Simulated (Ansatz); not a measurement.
HfB2: pressure series

Base system: HfB2 (space group P6/mmm, No. 191; a = 3.128 Å, c = 3.445 Å).

Cell and atoms are relaxed at each pressure.

Level of theory: DFT with PBEsol, PAW potentials and a 420 eV plane-wave cutoff in Ansatz (a program for electronic structure), no spin-orbit coupling.

```json
[
 {"case": "base", "shortest interatomic distance": "1.806 Å", "density": "11.38 g/cm³", "c/a ratio": "1.101"},
 {"case": "pressure −2 GPa", "shortest interatomic distance": "1.810 Å", "density": "11.29 g/cm³", "c/a ratio": "1.102"},
 {"case": "pressure −1 GPa", "shortest interatomic distance": "1.808 Å", "density": "11.34 g/cm³", "c/a ratio": "1.102"},
 {"case": "pressure 0.9 GPa", "shortest interatomic distance": "1.804 Å", "density": "11.42 g/cm³", "c/a ratio": "1.101"},
 {"case": "pressure 2.1 GPa", "shortest interatomic distance": "1.802 Å", "density": "11.47 g/cm³", "c/a ratio": "1.101"},
 {"case": "pressure 4.5 GPa", "shortest interatomic distance": "1.797 Å", "density": "11.57 g/cm³", "c/a ratio": "1.100"},
 {"case": "pressure 9 GPa", "shortest interatomic distance": "1.788 Å", "density": "11.76 g/cm³", "c/a ratio": "1.099"},
 {"case": "pressure 15 GPa", "shortest interatomic distance": "1.777 Å", "density": "11.99 g/cm³", "c/a ratio": "1.097"},
 {"case": "pressure 22.5 GPa", "shortest interatomic distance": "1.765 Å", "density": "12.26 g/cm³", "c/a ratio": "1.096"},
 {"case": "pressure 30 GPa", "shortest interatomic distance": "1.753 Å", "density": "12.52 g/cm³", "c/a ratio": "1.094"}
]
```

Load acts through the strain it causes; cell and atoms are relaxed under it. Stability against distortions was not tested. Competing high-pressure phases were not computed. The final runs are not spin-polarised.
